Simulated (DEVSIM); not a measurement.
Si p-i-n diode

System: Si p-i-n diode, at 250 K.

| layer (left to right) | material | thickness (μm) | Nd (cm⁻³) | Na (cm⁻³) | τn (s) | τp (s) |
|---|---|---|---|---|---|---|
| 1 | Si | 1.30 | - | 1.6e17 | 1e-7 | 1e-7 |
| 2 | Si | 11.0 | 2.7e12 | - | 1e-7 | 3e-9 |
| 3 | Si | 0.350 | 9.3e17 | - | 1e-7 | 1e-7 |

Left contact: ohmic. Right contact: ohmic. Voltage is applied to the left contact. Recombination: SRH at mid-gap. Mobility is constant in doping.

The device is made up for the run: typed textbook-type constants, with dimensions and the other settings drawn at random. Values at 300 K; Nc and Nv go as T^1.5, mobilities as T to minus their exponent, the gap by Varshni's rule with the affinity fixed.

```tsv
parameter	Si
gap (eV)	1.124
affinity (eV)	4.05
permittivity	11.7
Nc (cm⁻³)	2.86e19
Nv (cm⁻³)	3.1e19
μn (cm²/Vs)	1417
μp (cm²/Vs)	470
T exponent of μn	2.3
T exponent of μp	2.2
Varshni α (eV/K)	0.000473
Varshni β (K)	636
```

Model (solved in DEVSIM): 1D drift-diffusion, Boltzmann statistics, complete ionisation; no tunnelling, impact ionisation, image-force lowering or self-heating.

Potential step across the device at zero bias: 0.961 V
Dark forward voltage at 1 A/cm²: 0.681 V
Dark forward voltage at 100 A/cm²: 0.835 V

Small-signal capacitance in reverse bias (quasi-static):

```
V (V)  C (nF/cm²)
-----  ----------
-0.2         1.05
-0.5         1.02
-1          0.990
-1.5        0.977
-2          0.970
-3          0.961
-4          0.956
-5          0.953
-6.5        0.950
-8          0.948
-10         0.947
```

Dark reverse current:

| V (V) | J (A/cm²) |
|---|---|
| -0.20 | -4.4e-8 |
| -0.50 | -6.6e-8 |
| -1.00 | -8.6e-8 |
| -1.50 | -9.6e-8 |
| -2.00 | -1.0e-7 |
| -3.00 | -1.1e-7 |
| -4.00 | -1.2e-7 |
| -5.00 | -1.2e-7 |
| -6.50 | -1.2e-7 |
| -8.00 | -1.3e-7 |
| -10.00 | -1.3e-7 |
